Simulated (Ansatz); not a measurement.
The starting structures come from a database of crystals and need not be the phases stable at ambient conditions.

By r2SCAN, the system below comes out a metal.

The ballistic (Sharvin) conductance counts the channels at the Fermi level: G/A = (e²/h) × channels of both spins per area.

Data:

```
CdTe
1.0
    4.25833     0.00000     0.00000
    0.00000     6.02218     0.00000
    2.12916     3.01109     2.12916
Cd Te
1 1
Direct
  0.00000   0.00000   0.00000
  0.00000   0.50000   0.00000
```

The cell was relaxed by PBE-D3(BJ); by r2SCAN it stands under a pressure of 1.7 GPa.

The current flows along the normal of the first two printed cell vectors, the (110) plane of the conventional cell. No spin-orbit coupling; the value is a mean over 0.1 eV about the Fermi level.

Predict the ballistic conductance per area from Ansatz (a first-principles code) with r2SCAN.

0.25 × 10¹⁵ S/m² for both spins.
